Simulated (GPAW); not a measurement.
GPAW run on GaFe₃ (Pm-3m, 4 atoms in the cell): relaxation of cell and atoms.

Method of the run: LDA (Perdew-Wang 92), GPAW PAW datasets LDA (gpaw-data 1.0.1) (plane waves; GPAW).

```
GaFe3
1.0
    3.63803     0.00000     0.00000
    0.00000     3.63803     0.00000
    0.00000     0.00000     3.63803
Ga Fe
1 3
Direct
  0.00000   0.00000   0.00000
  0.00000   0.50000   0.50000
  0.50000   0.00000   0.50000
  0.50000   0.50000   0.00000
```
Moments meant for the start (each program seeds them in its own way; μB, in the order of the atoms Ga Fe Fe Fe): 0.0 4.0 4.0 4.0.

Reference input (self-consistent single point, DFT LDA (Perdew-Wang 92), plane waves, GPAW PAW datasets LDA (gpaw-data 1.0.1)): spinpol = true; mode = pw; ecut = 800 eV; xc = LDA; kpts = 6 6 6; mesh shift (steps) = 0 0 0; occupations.name = methfessel-paxton; occupations.width = 0.272 eV; occupations.order = 0; nbands = -8; symmetry.symmorphic = false; symmetry.tolerance = 0.0005. This run's input differs from it in these lines:

```diff
@@ -1,2 +1,4 @@
 from ase import Atoms
+from ase.filters import FrechetCellFilter
+from ase.optimize import BFGS
 from ase.units import GPa
@@ -22,2 +24,3 @@
             nbands=-8,
+            convergence={'density': 1e-05},
             symmetry={'symmorphic': False, 'tolerance': 0.0005},
@@ -27,2 +30,10 @@
 atoms.calc = calc
+
+target = FrechetCellFilter(atoms)
+
+opt = BFGS(target, logfile='-')
+converged = opt.run(fmax=0.05, steps=40)
+print('Relaxation converged:', converged)
+print('Cell:', atoms.cell.cellpar().round(4))
+print(atoms.get_scaled_positions().round(5))
```

Output, abridged:

```
     iter     time        total  log10-change:  magmom
                         energy   eigst   dens
iter:   1 --:--:--   -33.037139                   +12.0234
iter:   2 --:--:--   -34.255009   -0.46  -1.37    +9.0283
iter:   3 --:--:--   -34.476896   -1.31  -1.37    +6.6847
iter:   4 --:--:--   -34.386701   -1.43  -1.41    +6.7840
iter:   5 --:--:--   -34.396407   -2.21  -1.87    +6.7466
iter:   6 --:--:--   -34.406611   -2.22  -1.89    +6.6995
iter:   7 --:--:--   -34.398581c  -2.95  -2.14    +6.7085
iter:   8 --:--:--   -34.391531   -2.81  -2.18    +6.7051
iter:   9 --:--:--   -34.391707c  -3.39  -2.85    +6.7028
   [... lines left out ...]
iter:  25 --:--:--   -34.391458c  -6.17  -4.85    +6.6930
iter:  26 --:--:--   -34.391457c  -6.27  -4.72    +6.6930
iter:  27 --:--:--   -34.391457c  -6.41  -5.18c   +6.6930
iter:  28 --:--:--   -34.391457c  -6.53  -5.25c   +6.6930
iter:  29 --:--:--   -34.391457c  -6.67  -5.52c   +6.6930
iter:  30 --:--:--   -34.391458c  -6.81  -5.48c   +6.6929
iter:  31 --:--:--   -34.391458c  -6.92  -5.52c   +6.6930
iter:  32 --:--:--   -34.391458c  -7.05  -5.90c   +6.6930
iter:  33 --:--:--   -34.391458c  -7.16  -6.00c   +6.6930
iter:  34 --:--:--   -34.391458c  -7.31  -6.54c   +6.6930
iter:  35 --:--:--   -34.391458c  -7.45c -6.60c   +6.6930
Converged after 35 iterations.

Dipole moment: (-0.000000, -0.000000, -0.000000) |e|*Ang

Total magnetic moment: (0.000000, 0.000000, 6.692970)
Local magnetic moments:
   0 Ga ( 0.000000,  0.000000, -0.089781)
   1 Fe ( 0.000000,  0.000000,  2.217605)
   2 Fe ( 0.000000,  0.000000,  2.217605)
   3 Fe ( 0.000000,  0.000000,  2.217605)

Energy contributions relative to reference atoms: (reference = -156481.874215)

Kinetic:        +41.153942
Potential:      -33.527237
External:        +0.000000
XC:             -42.238083
Entropy (-ST):   -0.096526
Local:           +0.268184
SIC:             +0.000000
--------------------------
Free energy:    -34.439721
Extrapolated:   -34.391458

Spin contamination: 0.159229 electrons
Showing only first 2 kpts
                      Up                     Down
   [... lines left out ...]
Fermi level: 9.53031
No gap
Initial magnetic moment: 12.000000
Atomic positions and initial magnetic moments
Total magnetic moment: (0.000000, 0.000000, 6.642294)
Local magnetic moments:
Free energy:    -34.473251
Fermi level: 9.66452
No gap
Initial magnetic moment: 12.000000
   [... lines left out ...]
  0 Ga    0.00000   -0.00000    0.00000
  1 Fe    0.00000    0.00000    0.00000
  2 Fe    0.00000    0.00000    0.00000
  3 Fe    0.00000    0.00000    0.00000

BFGS:    3 --:--:--      -34.564461        0.004164
Relaxation converged: True
Cell: [ 3.5536  3.5536  3.5536 90.     90.     90.    ]
[[0.  0.  0. ]
 [0.  0.5 0.5]
 [0.5 0.  0.5]
 [0.5 0.5 0. ]]
Energy (eV): -34.5034
Stress (GPa, Voigt): [0.0595 0.0595 0.0595 0.     0.     0.    ]
```

The run converged. GPAW prints stress with tension positive. 

Summary of the result:
```
Property                                                                                      Result
----------------------------------------------------------  ----------------------------------------
Free energy E − TS (from the program's reference atoms)                                  -34.5645 eV
Fermi level (on the code's own zero)                                                        10.51 eV
Pressure                                                                                   -0.06 GPa
Size of the cell's spin moment                                                               6.25 μB
Site moments (μB, in the program's spheres or projections)       Ga -0.08, Fe 2.06, Fe 2.06, Fe 2.06
Final cell                                                  a = b = c = 3.5536 Å, α = β = γ = 90.00°
Final volume per atom                                                                       11.22 Å³
Relaxation steps                                                                                   3
```

The starting cell comes from a database of computed structures (which also holds hypothetical and non-ambient phases and stackings), without a prior relaxation at this level. The magnetic order is the one reached from the typed start; others were not searched systematically. The relaxation keeps the symmetry of its start, so its end need not be a minimum.

Cost on one core of a shared machine: roughly 2 min.
